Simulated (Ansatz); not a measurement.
Start from Nb in the bcc (W type) structure (space group Im-3m, No. 229; a = 3.3027 Å).

Calculations: r2SCAN, PAW, 500 eV (Ansatz, an electronic-structure program; scalar-relativistic without spin-orbit coupling).

For the base:

The pressure comes out as 0.0 GPa.

Perturbation: an isotropic linear strain of −1.10 %, atoms relaxed at fixed cell.

### Question
How does this affect the energy relative to the base?

### Answer
The energy grows by 11 meV/atom.

### Question
What happens to the pressure?

### Answer
The pressure goes from zero to 6.1 GPa.

Whether these cells are dynamically stable was not tested. The final runs are not spin-polarised.
